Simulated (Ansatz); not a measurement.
Take GaN in the zinc blende structure (space group F-43m, No. 216; a = 4.498 Å) as the base.

Method: r2SCAN (Ansatz, a first-principles code), no spin-orbit coupling.

Strains are applied to the cell and any free atomic positions relax.

One change was made to it. Results:

| quantity | base | after |
|---|---|---|
| width of the top valence band | 3.72 eV | 3.65 eV |
| hole mass (degenerate bands, along [100]) | 0.18, 0.86, 0.86 mₑ (at Γ) | 0.17, 0.86, 0.86 mₑ (at Γ) |
| pressure | 0.0 kbar | -28.5 kbar |

Question: Which change produced these results?
A) isotropic strain +0.50 %
B) isotropic strain +1.00 %
C) isotropic strain +2.00 %
D) isotropic strain +2.50 %

Answer: A, isotropic strain +0.50 %. For comparison, the hole mass in the other runs: isotropic strain +1.00 % gives 0.16, 0.87, 0.87 mₑ (at Γ); isotropic strain +2.50 % gives 0.14, 0.90, 0.90 mₑ (at Γ); isotropic strain +2.00 % gives 0.15, 0.89, 0.89 mₑ (at Γ).

The levels and masses belong to the bands next to the band gap. Effective masses come from finite differences of ±0.01 Å⁻¹. Stability against distortions was not tested. This is not the structure that GaN has at room temperature and ambient pressure.
